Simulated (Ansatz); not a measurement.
# Pressure series in W

The reference is W (space group Pm-3n, No. 223; a = 5.033 Å).

Cell and atoms are relaxed at each pressure.

Computed with Kohn–Sham DFT with the PBEsol functional, run in Ansatz (a first-principles code) with PAW and 420 eV plane waves, spin-orbit coupling left out.

```
P (GPa)  V (Å³/atom)
-------  -----------
-1.02         15.988
0.30          15.922
0.70          15.902
1.49          15.863
3.00          15.789
5.00          15.695
7.50          15.580
10.00         15.470
```

**Question.** Fit a third-order Birch–Murnaghan equation of state.

**Answer.** Least squares on P(V) = (3B₀/2)[(V₀/V)^(7/3) − (V₀/V)^(5/3)]·[1 + (3/4)(B₀′ − 4)((V₀/V)^(2/3) − 1)] gives V₀ = 15.94 Å³/atom, B₀ = 317 GPa and B₀′ = 4.1.

Load acts through the strain it causes; cell and atoms are relaxed under it. Stability against distortions was not tested. No other phases were tried under pressure. The final runs are not spin-polarised. This is not the structure that W has at room temperature and ambient pressure.
